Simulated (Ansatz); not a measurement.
The reference is CsPbBr3 in the cubic perovskite structure (space group Pm-3m, No. 221; a = 5.872 Å).

The values are results of PBEsol, PAW, 420 eV (Ansatz, an electronic-structure program; no spin-orbit coupling), not measurements.

One change was made to it. Results:

```tsv
quantity	base	after
band gap	1.43 eV	zero
shortest interatomic distance	5.548 bohr	4.596 bohr
density	4.76 g/cm³	8.37 g/cm³
```

Which change produced these results?
A) pressure −2 GPa
B) pressure 18 GPa
C) pressure 45 GPa
D) pressure 1.8 GPa
E) pressure 4.2 GPa

C, pressure 45 GPa. For comparison, the shortest interatomic distance in the other runs: pressure 4.2 GPa gives 5.296 bohr; pressure −2 GPa gives 5.784 bohr; pressure 18 GPa gives 4.922 bohr; pressure 1.8 GPa gives 5.419 bohr.

A case with no gap was solved on a k-mesh chosen for an insulator, which is coarse for it. With Pb present, leaving out spin-orbit coupling can change the band edges. Load acts through the strain it causes; cell and atoms are relaxed under it. No phonon test of stability was made. No other phases were tried under pressure. The final runs are not spin-polarised. Many cubic perovskites are stable only at high temperature; tilts and polar distortions were not tested. This is not the structure that CsPbBr3 has at room temperature and ambient pressure. A zero or small gap of CsPbBr3 under pressure 45 GPa and CsPbBr3 under pressure 18 GPa can be the functional's error rather than a property of the material.
